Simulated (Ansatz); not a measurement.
## A computed series for MgB2: response to strain

The parent structure is MgB₂ (space group P6/mmm, No. 191; a = 3.0640 Å, c = 3.4977 Å; relaxed with 0.1 eV smearing). Axes: x lies along a and z along c of the hexagonal cell.

Strains are applied to the cell and any free atomic positions relax; under biaxial strain the out-of-plane vector relaxes too.

Calculations: PBEsol (Ansatz, an electronic-structure program), spin-orbit coupling left out.

Candidates:
(a) biaxial strain −1.50 %, plane normal [001], relaxed out of plane
(b) biaxial strain −2.00 %, plane normal [001], relaxed out of plane
(c) biaxial strain +3.00 %, plane normal [001], relaxed out of plane

Q: Order them by out-of-plane strain, highest first.

A: (b) biaxial strain −2.00 %, plane normal [001], relaxed out of plane (+0.50 %), (a) biaxial strain −1.50 %, plane normal [001], relaxed out of plane (+0.39 %), (c) biaxial strain +3.00 %, plane normal [001], relaxed out of plane (-0.92 %)

Whether these cells are dynamically stable was not tested. All final runs are without spin polarisation.
